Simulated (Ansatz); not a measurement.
System: Sc (Fm-3m, No. 225, 1 atoms in the cell; start mp-36; another form than the element's usual one). Method: r²SCAN in Ansatz (plane waves, PAW).

Run with plane-wave cutoff 560 eV, 20×20×20 k mesh, Fermi–Dirac smearing 0.05 eV, scalar-relativistic PAW data made under PBE.

Cell (relaxed at this level):

```cif
data_Sc4
_chemical_formula_sum 'Sc4'
_space_group_name_H-M_alt 'Fm-3m'
_space_group_IT_number 225
_space_group_name_Hall '-F 4 2 3'
_cell_length_a 4.65037
_cell_length_b 4.65037
_cell_length_c 4.65037
_cell_angle_alpha 90.000
_cell_angle_beta 90.000
_cell_angle_gamma 90.000
loop_
_atom_site_label
_atom_site_type_symbol
_atom_site_symmetry_multiplicity
_atom_site_Wyckoff_symbol
_atom_site_fract_x
_atom_site_fract_y
_atom_site_fract_z
_atom_site_occupancy
Sc1 Sc 4 a 0.00000 0.00000 0.00000 1
```
(The calculation used a cell of 1 atom; values per cell refer to that cell.)

Question: What does this level give for the bulk modulus?

Answer: 
bulk modulus: 52.3 GPa

The run finds no gap.

Note: the bulk modulus is −V dP/dV from two relaxed cells at ±2 % in volume; the relaxation could not lower the start's symmetry, so the cell can be a saddle point above a distorted one.

It cost about 24 core-seconds (a rough figure) of CPU time.

A start named mp-… is a Materials Project structure, which need not be a measured phase.

Ansatz is a program for electronic structure.
